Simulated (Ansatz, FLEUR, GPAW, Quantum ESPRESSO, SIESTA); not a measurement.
# HfCuSi₂ (P4/nmm, 8 atoms in the cell) computed with different codes at matched settings

Self-consistent single point.

```yaml
crystal:
  lattice:
    - [3.66138, 0.00000, 0.00000]
    - [0.00000, 3.66138, 0.00000]
    - [0.00000, 0.00000, 8.96353]
  atoms:
    - { symbol: Hf, position: [0.00000, 0.50000, 0.26585] }
    - { symbol: Hf, position: [0.50000, 0.00000, 0.73415] }
    - { symbol: Si, position: [0.50000, 0.50000, 0.50000] }
    - { symbol: Si, position: [0.00000, 0.00000, 0.50000] }
    - { symbol: Si, position: [0.50000, 0.00000, 0.17018] }
    - { symbol: Si, position: [0.00000, 0.50000, 0.82982] }
    - { symbol: Cu, position: [0.00000, 0.00000, 0.00000] }
    - { symbol: Cu, position: [0.50000, 0.50000, 0.00000] }
```

All programs got the same cell, k-point mesh and kind of occupations (in Ansatz's words: kpoints.mp_grid.grid = 8 8 3; scf.occupations.method = fermi_dirac; scf.occupations.width = 0.136 eV); potentials, basis and cutoffs are each program's usual ones.

```
code                                                                                                                                      model  pressure (GPa)  largest force (eV/Å)  k-points           cutoff
----------------  -----------------------------------------------------------------------------------------------------------------------------  --------------  --------------------  --------  ---------------
GPAW                                                                                      PBEsol, GPAW PAW datasets PBEsol (made by gpaw-setup)           -0.74                 0.279        30           850 eV
Ansatz                                                                                                          PBEsol, PAW files made with PBE           -1.79                 0.205        30           420 eV
Quantum ESPRESSO                                                                           PBEsol, GBRV 1.5 ultrasoft (PBESOL) pseudopotentials           -1.66                 0.198        30            50 Ry
FLEUR                                                                           PBEsol, all-electron FLAPW (FLEUR), scalar-relativistic valence               –                 0.225        30  Kmax 3.8 1/bohr
SIESTA            GGA PBEsol, numerical atomic orbitals DZP, PseudoDojo PBEsol standard norm-conserving potentials (rewritten from UPF to PSML)           -2.07                 0.401       110      grid 350 Ry
```

Size of the force on each atom (eV/Å): Sizes of forces hide their directions.

```json
[
 {"code": "GPAW", "Hf1": "0.060", "Hf2": "0.060", "Si3": "0.000", "Si4": "0.000", "Si5": "0.279", "Si6": "0.279", "Cu7": "0.000", "Cu8": "0.000"},
 {"code": "Ansatz", "Hf1": "0.053", "Hf2": "0.053", "Si3": "0.000", "Si4": "0.000", "Si5": "0.205", "Si6": "0.205", "Cu7": "0.000", "Cu8": "0.000"},
 {"code": "Quantum ESPRESSO", "Hf1": "0.075", "Hf2": "0.075", "Si3": "0.000", "Si4": "0.000", "Si5": "0.198", "Si6": "0.198", "Cu7": "0.000", "Cu8": "0.000"},
 {"code": "FLEUR", "Hf1": "0.070", "Hf2": "0.070", "Si3": "0.000", "Si4": "0.000", "Si5": "0.225", "Si6": "0.225", "Cu7": "0.000", "Cu8": "0.000"},
 {"code": "SIESTA", "Hf1": "0.111", "Hf2": "0.111", "Si3": "0.000", "Si4": "0.000", "Si5": "0.401", "Si6": "0.401", "Cu7": "0.000", "Cu8": "0.000"}
]
```

A dash marks a value that a program does not give, or that is left out as unsure.

The spread over the programs that give each value: pressure within 1.33 GPa; largest force within 0.203 eV/Å.

The starting cell comes from a database of computed structures (which also holds hypothetical and non-ambient phases and stackings), without a prior relaxation at this level. On Ansatz's run: Spin-orbit coupling is off. Spin polarisation is off.

Question: Why do the programs differ, and what cannot be compared?

Answer: Differences of this kind can come from the potentials, where these differ, and from what each basis and cutoff leave unconverged. The valence holds different numbers of electrons (GPAW 62, Ansatz (an electronic-structure program) 106, Quantum ESPRESSO 78, FLEUR 90, SIESTA 78). The zero of total energies and Fermi levels follows the potentials and each program's conventions, so they are not compared here. SIESTA uses small atom-centred bases, whose incompleteness enters pressures, forces and empty levels differently from a plane-wave cutoff. FLEUR treats all electrons, but the usual bases taken here (sphere radii, linearisation, local orbitals, empty states) were not tested for convergence, so the values are no reference for the others. Ansatz's pressure is given at a fixed set of plane waves, as the other plane-wave codes print theirs; with its correction for the finite basis it is -1.75 GPa. The programs reduce the same mesh by symmetry to different extents, which changes the work and not the result. In the force vectors, SIESTA (by 0.196) lies more than 0.08 eV/Å from the median of the plane-wave programs.

Left out of this page: ABINIT (stopped by limits of time or memory); Elk (not drawn, or without a comparable value).

Keys are those of Ansatz 0.2.
